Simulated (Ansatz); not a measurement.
# By hand: surface energy of the Si(111) slab with 2 OH, the mean of its two faces, with the listed reservoirs for the atoms in excess

Subject: the surface energy of the Si(111) slab with 2 OH, the mean of its two faces, with the listed reservoirs for the atoms in excess. Reaction: 10 Si (diamond) + 2 H2O (gas) → cell A + H2 (gas).

A: a slab of Si (diamond, Fd-3m) cut along (111), 14 atoms, hexagonal cell of 3.87 Å (13.0 Å²), symmetry C2, 17.7 Å thick under 16 Å of vacuum, in-plane vectors held at the crystal's; planes from bottom to top: H | O | Si × 10 | O | H; added, foreign or displaced atoms, above the top plane and below the bottom plane: two times OH bound through O to 1 Si at 1.69 Å; spin state with PBE: run without spin.

Ansatz (a quantum-chemistry and plane-wave program) with PAW potentials; structures come from PBE relaxations, nuclei static, no net charge. Ansatz runs with its default PAW set. Other levels take these structures. The lattices are those relaxed with PBE, so at other levels the solids can be strained. A dispersion term (D3(BJ), or D4 for r2SCAN) was computed beside these levels and is taken off wherever the name lacks it. Cell A has symmetry C2 and got no random move, so less symmetric positions, which may lie lower, weren't tried.

Total energies of the cells in eV, at zero smearing width. They compare only within one column; the weights balance every element.

```json
[
 {"cell": "A: Si(111) slab with 2 OH", "atoms": "14", "weight": "+1", "r2SCAN": "-7560.52584"},
 {"cell": "Si (diamond)", "atoms": "2", "weight": "−5", "r2SCAN": "-1278.12961"},
 {"cell": "H2 (gas)", "atoms": "2", "weight": "+1", "r2SCAN": "-31.88989"},
 {"cell": "H2O (gas)", "atoms": "3", "weight": "−2", "r2SCAN": "-600.36457"}
]
```

r2SCAN: (-7560.52584) − 5 × (-1278.12961) + (-31.88989) − 2 × (-600.36457) = -1.0386 eV; dividing by 2 × 12.956 Å² and converting at 16.022 J/m² per eV/Å² gives -0.64 J/m².
